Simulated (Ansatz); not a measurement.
TiC: response to strain

Start from TiC in the rock salt structure (space group Fm-3m, No. 225; relaxed with 0.1 eV smearing).

```
TiC
1.0
    0.00000     2.16390     2.16390
    2.16390     0.00000     2.16390
    2.16390     2.16390     0.00000
C Ti
1 1
Direct
  0.00000   0.00000   0.00000
  0.50000   0.50000   0.50000
```

Cartesian axes are those of the cell as printed.

Strains are applied to the cell and any free atomic positions relax; under biaxial strain the out-of-plane vector relaxes too.

All numbers come from DFT with r2SCAN, PAW potentials and a 500 eV plane-wave cutoff in Ansatz (an electronic-structure program), spin-orbit coupling left out.

Candidates:
(a) isotropic strain +3.02 %
(b) tensor shear ε_xy = −0.49 %
(c) biaxial strain +4.98 %, plane normal [001], relaxed out of plane
(d) isotropic strain +2.86 %
(e) uniaxial strain ε_xx = −0.93 %

Notes on the quantities. energy relative to the base: free energy F.

Problem. Order them by energy relative to the base, lowest first.

Solution. (b) tensor shear ε_xy = −0.49 % (+0.6 meV/atom), (e) uniaxial strain ε_xx = −0.93 % (+1.5 meV/atom), (d) isotropic strain +2.86 % (+56 meV/atom), (a) isotropic strain +3.02 % (+62 meV/atom), (c) biaxial strain +4.98 %, plane normal [001], relaxed out of plane (+79 meV/atom)

Stability against distortions was not tested. The final runs are not spin-polarised.
